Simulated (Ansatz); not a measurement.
Take WSe$_{2}$ in the 2H-MoS2 type structure (space group P6_3/mmc, No. 194; a = 3.230 Å, c = 12.411 Å; layered, stacked along the Cartesian z axis) as the base.

Method: PBEsol-D3(BJ), PAW, 420 eV (Ansatz, a program for electronic structure; without spin-orbit coupling), earlier PAW set.

One change was made to it. Results:

| quantity | base | after |
|---|---|---|
| band gap | 0.67 eV | zero |
| volume per atom | 18.69 Å³ | 14.66 Å³ |

Q: Which of these changes matches the shifts?
(A) W → Re
(B) W → C
(C) W → Ta

A: B, W → C. For comparison, the volume per atom in the other runs: W → Ta gives 20.14 Å³; W → Re gives 17.64 Å³.

With W present, leaving out spin-orbit coupling can change the band edges. No phonon test of stability was made. As relaxed here, Se2C and ReSe2 are hypothetical phases, not in the database extracts checked. The final runs are not spin-polarised. ReSe2 has a high density of states at the Fermi level and may be magnetic at this level.
